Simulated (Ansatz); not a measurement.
Defect migration in zinc-blende BN: B vacancy, charge state -3. All values below come from PBE, PAW (plane waves to 420 eV; Ansatz, a program for electronic structure).

64-site cell at the relaxed PBE lattice, a 2×2×2 k-point mesh shifted by half a step, smearing 0.01 eV, spin-restricted, no finite-size correction. No zero-point or tunnelling terms. The charge state is imposed; whether it is stable for some Fermi level was not computed. Forms of the defect that were not tried may lie lower.

Barriers: single points on a 3×3×3 k-point mesh shifted by half a step at the bands' geometries.

Relaxed starting cell (atoms counted from 1):

```
CELL_PARAMETERS angstrom
      7.24967     0.00000     0.00000
      0.00000     7.24967     0.00000
      0.00000     0.00000     7.24967
ATOMIC_POSITIONS crystal
  B  0.99931 0.99991 0.50123
  B  0.99931 0.49991 0.00124
  B  0.99931 0.49991 0.50124
  B  0.49931 0.99991 0.00124
  B  0.49931 0.99991 0.50124
  B  0.49931 0.49991 0.00124
  B  0.49931 0.49991 0.50124
  N  0.12374 0.12434 0.37601
  N  0.13482 0.13542 0.86573
  N  0.12445 0.62274 0.37841
  N  0.12374 0.62514 0.87682
  N  0.62214 0.12505 0.37841
  N  0.62454 0.12433 0.87681
  N  0.62452 0.62512 0.37603
  N  0.62215 0.62275 0.87610
  B  0.99439 0.24544 0.24677
  B  0.00424 0.24544 0.75571
  B  0.00422 0.75439 0.24676
  B  0.99439 0.75439 0.75571
  B  0.49894 0.24912 0.25044
  B  0.49968 0.24911 0.75204
  B  0.49968 0.75071 0.25044
  B  0.49894 0.75071 0.75204
  N  0.12373 0.37469 0.12566
  N  0.12445 0.37708 0.62407
  N  0.13482 0.86440 0.13675
  N  0.12373 0.87549 0.62647
  N  0.62214 0.37708 0.12637
  N  0.62452 0.37471 0.62644
  N  0.62454 0.87549 0.12566
  N  0.62215 0.87478 0.62407
  B  0.24484 0.99500 0.24677
  B  0.24484 0.00483 0.75571
  B  0.24851 0.49955 0.25044
  B  0.24851 0.50028 0.75204
  B  0.75378 0.00483 0.24676
  B  0.75379 0.99499 0.75571
  B  0.75011 0.50028 0.25044
  B  0.75011 0.49954 0.75204
  N  0.37409 0.12434 0.12566
  N  0.37648 0.12505 0.62407
  N  0.37648 0.62275 0.12638
  N  0.37411 0.62512 0.62644
  N  0.86381 0.13542 0.13674
  N  0.87489 0.12433 0.62646
  N  0.87489 0.62514 0.12566
  N  0.87418 0.62274 0.62407
  B  0.24484 0.24544 0.99632
  B  0.24852 0.24911 0.50087
  B  0.24484 0.75439 0.00616
  B  0.24851 0.75071 0.50161
  B  0.75378 0.24544 0.00616
  B  0.75011 0.24911 0.50161
  B  0.75378 0.75438 0.99632
  B  0.75011 0.75071 0.50087
  N  0.37411 0.37471 0.37604
  N  0.37648 0.37708 0.87610
  N  0.37648 0.87478 0.37841
  N  0.37408 0.87549 0.87681
  N  0.87417 0.37708 0.37841
  N  0.87489 0.37468 0.87681
  N  0.87488 0.87549 0.37601
  N  0.86381 0.86440 0.86573
```
Cell charge -3.

End state 1 differs by these moves (Å; atoms that move under 0.08 Å are left out):

| atom | element | Δx | Δy | Δz |
|---|---|---|---|---|
| 9 | N | -0.08 | -0.06 | 0.06 |
| 10 | N | 0.08 | -0.06 | 0.06 |
| 18 | B | 0.00 | 1.74 | -1.74 |
| 26 | N | 0.00 | 0.15 | -0.15 |
| 36 | B | 0.00 | -0.07 | 0.07 |
| 44 | N | 0.08 | -0.08 | -0.07 |
| 46 | N | -0.08 | -0.08 | -0.07 |
| 54 | B | 0.00 | -0.07 | 0.07 |
| 62 | N | -0.08 | 0.07 | 0.08 |
| 63 | N | 0.08 | 0.07 | 0.08 |

Q: Predict the forward and backward barriers to end state 1 from PBE, PAW.

A: forward 3.53 eV, backward 3.53 eV; at the saddle point atom 18 has neighbours B at 2.07, B at 2.09; N at 1.38, 2 N at 1.89, 2 N at 1.92 Å. The saddle point's order was not checked, and it lies on a symmetry element of the cell, where a band can be held.
